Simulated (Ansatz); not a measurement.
## Short convergence ladders for LuPt3 (P4mm, 4 atoms in the cell)

```
LuPt3
1.0
    4.02556     0.00000     0.00000
    0.00000     4.02556     0.00000
    0.00000     0.00000     4.02556
Lu Pt
1 3
Direct
  0.00000   0.00000   0.01242
  0.00000   0.50000   0.50000
  0.50000   0.00000   0.50000
  0.50000   0.50000   0.00000
```

Base method: PBEsol, default PAW files made with PBE (plane waves; Ansatz, a first-principles code).

Base settings: basis.ecutwfc = 420 eV; kpoints.mp_grid.grid = 8 8 8; hamiltonian.xc = pbesol; hamiltonian.pseudopotentials = {kind: paw} (the program's default PAW files); scf.occupations.method = fermi_dirac; scf.occupations.width = 0.1 eV.

The count of work is k-points × plane waves × bands × iterations; it is no time. Core times come from one kind of shared machine, to one figure; runs under 30 s give none.

**Shifted k-point meshes**

In this ladder: kpoints.mp_grid.shift = 0.5 0.5 0.5.

Only quantities that move along the ladder and can be compared are tabulated.

```csv
kpoints.mp_grid.grid,free energy less the last step's (meV/atom),pressure (GPa),largest difference of a force vector from the last step's (eV/Å),count of work / last
2 2 2,148.18,0.73,0.062,0.0020
3 3 3,-36.12,0.18,0.029,0.011
4 4 4,-24.72,0.13,0.009,0.011
6 6 6,7.21,0.16,0.004,0.033
8 8 8,-2.74,-0.02,0.003,0.073
10 10 10,1.46,0.13,0.002,0.14
12 12 12,-0.72,0.03,0.001,0.26
20 20 20,0.00,0.06,0.000,1.0
```

Coarsest kpoints.mp_grid.grid that holds the forces within 0.02 eV/Å of the last step, with all finer ones: 4 4 4, at 0.011 of the last step's count of work; the step before is off by 0.029 eV/Å.

Coarsest kpoints.mp_grid.grid that holds the pressure within 0.1 GPa of the last step, with all finer ones: 4 4 4, at 0.011 of the last step's count of work; the step before is off by 0.12 GPa.

Coarsest kpoints.mp_grid.grid that holds the free energy within 5 meV/atom of the last step, with all finer ones: 8 8 8, at 0.073 of the last step's count of work; the step before is off by 7.2 meV/atom.

**The k-point mesh at a smearing width of 0.3 eV**

In this ladder: scf.occupations.width = 0.3 eV.

Only quantities that move along the ladder and can be compared are tabulated.

```csv
kpoints.mp_grid.grid,free energy less the last step's (meV/atom),pressure (GPa),count of work / last,core time / last (rough)
3 3 3,-18.34,0.37,0.0097,–
4 4 4,3.70,0.70,0.033,–
5 5 5,1.21,0.89,0.033,–
8 8 8,0.49,0.88,0.12,–
11 11 11,-0.11,0.86,0.23,0.2
16 16 16,0.00,0.86,0.74,0.7
19 19 19,0.00,0.86,1.0,1
```

Coarsest kpoints.mp_grid.grid that holds the free energy within 1 meV/atom of the last step, with all finer ones: 8 8 8, at 0.12 of the last step's count of work; the step before is off by 1.2 meV/atom.

Coarsest kpoints.mp_grid.grid that holds the pressure within 0.2 GPa of the last step, with all finer ones: 4 4 4, at 0.033 of the last step's count of work; the step before is off by 0.49 GPa.

**The width of Methfessel-Paxton smearing**

In this ladder: kpoints.mp_grid.grid = 13 13 13; scf.occupations.method = methfessel_paxton.

Narrow widths need finer meshes than wide ones, so the last steps can hold mesh noise.

Only quantities that move along the ladder and can be compared are tabulated; pressure and forces are left out, as mesh noise rules them at narrow widths.

| scf.occupations.width | free energy less the last step's (meV/atom) | core time / last (rough) |
|---|---|---|
| 1 eV | -5.41 | 1 |
| 0.5 eV | -3.40 | 1 |
| 0.3 eV | -0.89 | 1.0 |
| 0.1 eV | 0.00 | 1 |

Widest scf.occupations.width that holds the free energy within 2 meV/atom of the last step, with all finer ones: 0.3 eV; the step before is off by 3.4 meV/atom.

On the base run: the starting cell comes from a database of computed structures (which also holds hypothetical and non-ambient phases and stackings), without a prior relaxation at this level. Its lattice was rescaled by up to half a per cent. One atom was moved a little off its site on purpose. Spin polarisation is off. Ansatz's pressure includes its estimate of the finite-basis (Pulay) stress.

Left out of this page: 2 runs of the series outside the window shown, repeating another row's setting, or not comparable.

Keys are those of Ansatz 0.2.
